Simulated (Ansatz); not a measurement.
Density of states of MgO (Fm-3m) above the conduction band minimum, r2SCAN, rigid bands run with Ansatz (an electronic-structure program); cell volume 18.6 Å³.

```json
[
 {"energy from edge (eV)": "0.006", "10⁻³ states/eV/cell": "2.29"},
 {"energy from edge (eV)": "0.031", "10⁻³ states/eV/cell": "5.03"},
 {"energy from edge (eV)": "0.056", "10⁻³ states/eV/cell": "6.86"},
 {"energy from edge (eV)": "0.081", "10⁻³ states/eV/cell": "8.40"},
 {"energy from edge (eV)": "0.106", "10⁻³ states/eV/cell": "9.73"},
 {"energy from edge (eV)": "0.131", "10⁻³ states/eV/cell": "10.8"},
 {"energy from edge (eV)": "0.156", "10⁻³ states/eV/cell": "11.9"},
 {"energy from edge (eV)": "0.181", "10⁻³ states/eV/cell": "13.0"},
 {"energy from edge (eV)": "0.206", "10⁻³ states/eV/cell": "14.2"},
 {"energy from edge (eV)": "0.231", "10⁻³ states/eV/cell": "15.2"},
 {"energy from edge (eV)": "0.256", "10⁻³ states/eV/cell": "16.1"},
 {"energy from edge (eV)": "0.281", "10⁻³ states/eV/cell": "17.1"},
 {"energy from edge (eV)": "0.319", "10⁻³ states/eV/cell": "18.4"},
 {"energy from edge (eV)": "0.344", "10⁻³ states/eV/cell": "19.5"},
 {"energy from edge (eV)": "0.369", "10⁻³ states/eV/cell": "20.3"},
 {"energy from edge (eV)": "0.394", "10⁻³ states/eV/cell": "21.1"},
 {"energy from edge (eV)": "0.419", "10⁻³ states/eV/cell": "22.0"},
 {"energy from edge (eV)": "0.444", "10⁻³ states/eV/cell": "23.2"},
 {"energy from edge (eV)": "0.469", "10⁻³ states/eV/cell": "24.4"},
 {"energy from edge (eV)": "0.494", "10⁻³ states/eV/cell": "24.9"},
 {"energy from edge (eV)": "0.519", "10⁻³ states/eV/cell": "25.9"},
 {"energy from edge (eV)": "0.544", "10⁻³ states/eV/cell": "26.6"},
 {"energy from edge (eV)": "0.569", "10⁻³ states/eV/cell": "27.5"},
 {"energy from edge (eV)": "0.594", "10⁻³ states/eV/cell": "28.9"}
]
```

Problem. What effective density of states at 300 K does this give (∫ g(E) exp(−E/k_BT) dE, both spins, divided by the cell's size)?

Solution. 5.9e18 cm⁻³, a density-of-states mass of 0.38 mₑ, valleys and band degeneracy included.

Spin-orbit coupling is left out. Geometry: cell and atoms relaxed with r2SCAN.
